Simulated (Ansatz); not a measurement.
The starting structures come from a database of crystals and need not be the phases stable at ambient conditions.

The decay constant κ of evanescent states in the gap governs leakage through a thin film.

Here is the system:

```xyz
12
Lattice="3.9399 0.0000 0.0000 0.0000 7.5565 -0.1381 1.9699 -0.9243 11.6937" Properties=species:S:1:pos:R:3 pbc="T T T"
Tl     3.9399     0.8765     7.7655
Tl     1.9699     5.7557     3.7902
Tl     1.9699     1.9004     0.1486
Tl     3.9399     4.7319    11.4071
Sn     3.9399     1.9312     3.4935
Sn     1.9699     4.7011     8.0621
S      3.9399    -0.0015     2.0894
S      1.9699     6.6338     9.4662
S      3.9399     3.8633     2.1011
S      1.9699     2.7690     9.4546
S      1.9699     1.8938     5.0177
S      3.9399     4.7384     6.5380
```

Space group of this cell: C2/m. The cell was relaxed by PBE-D3(BJ); by PBEsol its mean pressure is -2.4 GPa.

Transport runs along the normal of the first two printed cell vectors.

The gap is the functional's own. No spin-orbit coupling. Mid-gap values are interpolated on the energy grid.

**Question.** Predict the band gap and the smallest decay constant κ at mid-gap from PBEsol run with Ansatz (a first-principles code).

**Answer.** Gap 0.89 eV on a 8×4×8 mesh; κ = 0.110 1/Å, at the zone centre.
